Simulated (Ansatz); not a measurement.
Take ZnS in the wurtzite structure (space group P6_3mc, No. 186) as the base.

```
CELL_PARAMETERS angstrom
      3.80703     0.00000     0.00000
     -1.90352     3.29699     0.00000
      0.00000     0.00000     6.24624
ATOMIC_POSITIONS crystal
  Zn 0.66667 0.33333 0.99975
  Zn 0.33333 0.66667 0.49975
  S  0.66667 0.33333 0.62545
  S  0.33333 0.66667 0.12545
```

Cartesian axes are those of the cell as printed.

Calculations: plane-wave PAW DFT at the r2SCAN level (Ansatz, a quantum-chemistry and plane-wave program, 500 eV), spin-orbit coupling left out, earlier PAW set.

One thing is altered: the cell is stretched by 3.93 % along z with no lateral relaxation, atoms relaxed at fixed cell.

### Question
Predict the stress tensor and what it implies for the stiffness.

### Answer
Stress of the strained cell less that of the base (GPa, compression positive):
```
  -1.46    0.00    0.00
   0.00   -1.46    0.00
   0.00    0.00   -5.49
```

Then −Δσ_ii/ε with ε = 0.0393 gives secant stiffness values (nonlinear terms included at this strain): C33 ≈ 140 GPa, C13 ≈ 37 GPa and C23 ≈ 37 GPa.

As a check, the harmonic strain energy −½ V₀ Δσ:ε is 13 meV/atom; the computed energy rise is 14 meV/atom.

Stability against distortions was not tested.
